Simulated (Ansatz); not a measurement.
Take MgS in the rock salt structure (space group Fm-3m, No. 225) as the base.

```
CELL_PARAMETERS angstrom
      0.00000     2.56462     2.56462
      2.56462     0.00000     2.56462
      2.56462     2.56462     0.00000
ATOMIC_POSITIONS crystal
  Mg 0.00000 0.00000 0.00000
  S  0.50000 0.50000 0.50000
```

Cartesian axes are those of the cell as printed.

Computed with Ansatz (a first-principles code), LDA, PAW, cutoff 420 eV, no spin-orbit coupling.

Before the change:

Band gap: 2.65 eV

Modification: tensile biaxial strain of 1.25 % in the plane normal to [111], as in epitaxy on a mismatched substrate; the out-of-plane cell vector and the atoms relax.

Task: What happens to the energy relative to the base and band gap?

Result: The energy goes up by 2.9 meV/atom; the band gap shrinks by 0.16 eV, from 2.65 eV to 2.49 eV.

No phonon test of stability was made.
